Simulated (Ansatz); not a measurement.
# AlN, response to strain

Take AlN in the wurtzite structure (space group P6_3mc, No. 186) as the base.

```xyz
4
Lattice="3.1302 0.0000 0.0000 -1.5651 2.7109 0.0000 0.0000 0.0000 5.0180" Properties=species:S:1:pos:R:3 pbc="T T T"
Al     0.0000     1.8072     0.0012
Al     1.5651     0.9036     2.5102
N      0.0000     1.8072     1.9157
N      1.5651     0.9036     4.4247
```

Cartesian axes are those of the cell as printed.

Strains are applied to the cell and any free atomic positions relax.

The values are results of PBE (Ansatz, a first-principles code; PAW; 420 eV plane waves; no SOC), not measurements.

Notes on the quantities. energy relative to the base: free energy F.

```tsv
uniaxial strain ε_zz (%)	energy relative to the base (meV/atom)
0	0.0
0.6	?
1.2	1.7
1.8	3.8
3	10.4
```

Question: Fit ΔE = Aε² + Bε³ (ε in %) to the rows shown and predict the withheld row.

Answer: Least squares on the printed values gives A = 1.20 and B = -0.014 meV/atom (largest residual 0.0 meV/atom); this predicts 0.4 meV/atom, and the run gives 0.4 meV/atom, in agreement.

No phonon test of stability was made.
